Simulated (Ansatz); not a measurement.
**BAs: energy against strain**

BAs (zinc blende, F-43m, 13.685 Å³/atom at rest, cube axes along x, y and z) under a strain ε along a cube axis (axis z), the other axes held. r2SCAN in Ansatz, a plane-wave DFT program (PAW, default set), 500 eV, 12×12×12 Γ-centred mesh, Fermi-Dirac smearing 0.05 eV; ions are relaxed within the symmetry of each cell.

Here s stands for strain and y for E less E0.

| strain (%) | E less E0 (meV/atom) |
|---|---|
| -1.50 | 2.82 |
| -1.00 | 1.25 |
| -0.50 | 0.31 |
| 0.00 | 0.00 |
| 0.50 | 0.31 |
| 1.00 | 1.22 |
| 1.50 | 2.75 |
| 3.00 | ? |

### Question
Fit y against s with a parabola, and predict the withheld value at s = 3.00.

### Answer
Least squares gives y = 0.000 - 0.0193·s + 1.2376·s². Residuals (row less fit): 0.006, -0.007, -0.009, 0.000, 0.010, 0.002, -0.006; standard error 0.009 (degrees of freedom: 4). Twice the quadratic coefficient over the volume, 2 × 1.2376 meV × 10⁴ × 0.1602 / 13.685 Å³, is the elastic constant C11 = 290 ± 0.9 GPa. At the withheld row, y = 0.000 - 0.0193 × 3.0 + 1.2376 × 3.0² = 11.081 meV/atom. The calculation gives 10.85 meV/atom, 0.231 meV/atom below the prediction (2.1 % of the range of y in the table). The row lies outside the fitted rows, so this is an extrapolation. From the scatter of the fitted rows alone, a prediction at this place has a standard error of 0.034 meV/atom, so the miss is 6.8 times that.

One order more, fitted to all 13 runs of the series, follows each within 0.01, so the miss is the next term of a smooth law. Rows are the converged runs of the series near zero and its far end; series whose fitted rows scatter by over a few per cent of the range, as at a crossing or softening among them, aren't shown in this form. Most that stay on the fit to the last digits aren't either.
